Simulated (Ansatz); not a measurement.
Start from Ca in the fcc (Cu type) structure (space group Fm-3m, No. 225; relaxed with 0.1 eV smearing).

```yaml
crystal:
  lattice:
    - [0.00000, 2.78423, 2.78423]
    - [2.78423, 0.00000, 2.78423]
    - [2.78423, 2.78423, 0.00000]
  atoms:
    - { symbol: Ca, position: [0.00000, 0.00000, 0.00000] }
```

Method: Kohn–Sham DFT with the r2SCAN functional, run in Ansatz (a program for electronic structure) with PAW and 500 eV plane waves, no SOC.

Before the change:

- Pressure: 0.0 GPa

One thing is altered: the cell is scaled by 0.9876 in all directions, atoms relaxed at fixed cell.

Task: How does this affect the pressure?

Result: The pressure goes from zero to 0.7 GPa.

Task: What happens to the energy relative to the base?

Result: The energy grows by 3.4 meV/atom.

The cells carry an imposed strain or load. Whether these cells are dynamically stable was not tested.
